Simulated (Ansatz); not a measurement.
**wurtzite AlN: the defect Al vacancy + O on the N site + O on the N site**

Computed with PBE, PAW (plane waves to 420 eV; Ansatz, a first-principles code). Cell: 96 sites, 3×2×2 repeats of a cell of 8 atoms; final energies on a 2×2×2 shifted mesh. Sites at the start: the Al site; N 1.90 Å away; N 1.90 Å away. Energies of charged states are corrected for periodic images (point charge plus alignment at distant sites). Dielectric constants: PBE linear response of the host. Host gap at this level: 4.03 eV. These values are not converged in cell size to better than tenths of an eV. Levels are measured in PBE's own, too narrow, gap. Spin–orbit coupling is left out. Each state is the lowest found from its start.

Formation energies E_f are given with the Fermi level at the valence-band maximum. Chemical conditions: Al-rich (Δμ(Al) = 0.00 eV, Δμ(N) = -2.74 eV, Δμ(O) = -4.96 eV, bounded by corundum; only phases computed here count, gases as isolated molecules at 0 K); N-rich (Δμ(Al) = -2.74 eV, Δμ(N) = 0.00 eV, Δμ(O) = -3.14 eV, bounded by corundum; only phases computed here count, gases as isolated molecules at 0 K). Reference phases: Al: fcc Al, N: N2 molecule in a box, O: O2 molecule in a box.

The name describes the start; the neighbours show where the atoms ended.

Charges with a result: +1, 0, −1. Others weren't obtained, and one of them could lie lower, also by skipping a charge.

```
charge                 moment (μB)  largest move off a lattice site (Å)  neighbours of the last O atom of the defect at the end (Å)  image correction with alignment (eV)  E_f, Al-rich (eV)  E_f, N-rich (eV)  above the lowest spin state (eV)
------  --------------------------  -----------------------------------  ----------------------------------------------------------  ------------------------------------  -----------------  ----------------  --------------------------------
+1      0 in all, 0.52 on one atom                                 0.29                                   Al 1.83, Al 1.84, Al 1.85                                  0.00               3.45              2.54                              0.00
+1              not spin-polarised                                 0.28                                   Al 1.83, Al 1.84, Al 1.85                                 -0.02               3.83              2.91                              0.38
0                              1.0                                 0.28   Al 1.83, Al 1.84, Al 1.85, N 2.92, N 2.93, N 2.94, N 2.95                                  0.01               3.77              2.85                              0.00
0                              1.0                                 0.28   Al 1.83, Al 1.84, Al 1.85, N 2.92, N 2.93, N 2.94, N 2.95                                  0.01               3.77              2.85                              0.00
−1                             0.0                                 0.30   Al 1.83, Al 1.83, Al 1.85, N 2.90, N 2.93, N 2.93, N 2.94                                  0.42               5.05              4.14                              0.00
−1              not spin-polarised                                 0.30   Al 1.83, Al 1.83, Al 1.85, N 2.90, N 2.93, N 2.93, N 2.94                                  0.42               5.05              4.14                              0.00
```

Starting moments that weren't kept: charge +1 began with 2 μB and ended with 0.0; charge 0 began with 3 μB and ended with 1.0; charge −1 began with 2 μB and ended with 0.0.

Transition levels above the valence-band maximum: ε(+1/0) = 0.32 eV; ε(0/−1) = 1.29 eV. On the lower envelope of the bound states, inside the gap: (+1/0) at 0.32 eV; (0/−1) at 1.29 eV.

Flagged in the runs: a host whose relaxation on this sampling wasn't shown to rest, a strain field that reaches the edge of the cell.

All states together cost about 4 core-hours (a rough figure).
